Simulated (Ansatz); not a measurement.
An ideal cubic perovskite cell is held by its symmetry; such compounds can tilt or shift off centre at room temperature. The starting structures come from a database of crystals and need not be the phases stable at ambient conditions.

 Where the default PAW files enter, the runs use the earlier of Ansatz's two default sets.

Input:

```
PbZrO3
1.0
    4.20893     0.00000     0.00000
    0.00000     5.95233     0.00000
    0.00000     2.97616     2.97616
Zr Pb O
1 1 3
Direct
  0.00000   0.00000   0.00000
  0.50000   0.50000   0.00000
  0.00000   0.50000   0.50000
  0.00000   0.00000   0.50000
  0.50000   0.00000   0.00000
```

Space group of this cell: Pm-3m, cubic perovskite. The cell is taken as given; by r2SCAN its mean pressure is -5.6 GPa.

Transport runs along the normal of the first two printed cell vectors, the (110) plane of the conventional cell.

No gap correction and no spin-orbit coupling; mid-gap values are interpolated between computed energies.

Question: Estimate the band gap and the smallest decay constant κ at mid-gap that r2SCAN (Ansatz, a program for electronic structure) returns for this system.

Answer: Gap 2.74 eV on a 10×10×10 mesh; κ = 0.226 1/Å, at (0.000, 0.500) of the in-plane reciprocal vectors. At the zone centre, at the nearest computed energy, the slowest state has κ = 0.32 1/Å.
